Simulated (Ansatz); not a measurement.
The parent structure is Fe in the bcc (W type) structure (space group Im-3m, No. 229; a = 2.8650 Å; ferromagnetic). Axes: x, y, z lie along the cube axes.

The values are results of Kohn–Sham DFT with the r2SCAN functional, run in Ansatz (a quantum-chemistry and plane-wave program) with PAW and 500 eV plane waves, without spin-orbit coupling, earlier PAW set, not measurements.

For the base:

```
Item                             Value
-----------------------------  -------
Shortest interatomic distance  2.481 Å
Largest site moment            2.79 μB
```

Modification: a free-standing slab of 5 layers (5 atoms, 1 a layer) is cut normal to [110], with 15 Å of vacuum and the in-plane cell held at bulk.

### Question
What does the calculation give for the excess energy per area of both faces after the change?

### Answer
The excess energy per area of both faces (slab less bulk energy over the cell's area: twice a surface energy) is 5.0 J/m² (uncertain by up to 0.1 J/m²).

### Question
Predict the new change of the spacing d23 from its bulk value of 2.026 Å.

### Answer
The change of the spacing d23 from its bulk value of 2.026 Å is -0.3 %.

### Question
Predict the new shortest interatomic distance.

### Answer
The shortest interatomic distance decreases by 0.030 Å (2.481 Å → 2.451 Å).

### Question
How does this affect the change of the spacing d12 from its bulk value of 2.026 Å?

### Answer
The change of the spacing d12 from its bulk value of 2.026 Å is -1.8 %.

### Question
What happens to the largest site moment?

### Answer
The largest site moment rises by 0.15 μB to 2.94 μB.

The magnetic state is the one reached from the starting moments; the real material's order can differ, and small cells can't hold many antiferromagnetic ones. The excess energy carries the mismatch between the slab's and the bulk's meshes. No phonon test of stability was made.
